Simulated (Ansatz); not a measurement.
Base system: BAs in the zinc blende structure (space group F-43m, No. 216; a = 4.7839 Å). Axes: x, y, z lie along the cube axes.

The values are results of r2SCAN in Ansatz (plane waves to 500 eV, PAW, spin-orbit coupling left out), not measurements.

Strains are applied to the cell and any free atomic positions relax.

One change was made to it. Results:

The energy rises by 11 meV/atom; the pressure (mean of the normal stresses, compression positive) goes from zero to 0.19 GPa.

Question: Which change produced these results?
(A) tensor shear ε_xy = +0.86 %
(B) tensor shear ε_xy = +0.29 %
(C) tensor shear ε_xy = +1.14 %
(D) tensor shear ε_xy = +2.00 %
(E) tensor shear ε_xy = +1.43 %

Answer: D, tensor shear ε_xy = +2.00 %. For comparison, the energy relative to the base in the other runs: tensor shear ε_xy = +0.29 % gives +0.2 meV/atom; tensor shear ε_xy = +1.43 % gives +5.5 meV/atom; tensor shear ε_xy = +0.86 % gives +2.0 meV/atom; tensor shear ε_xy = +1.14 % gives +3.5 meV/atom.

No phonon test of stability was made.

Ansatz is a program for electronic structure.
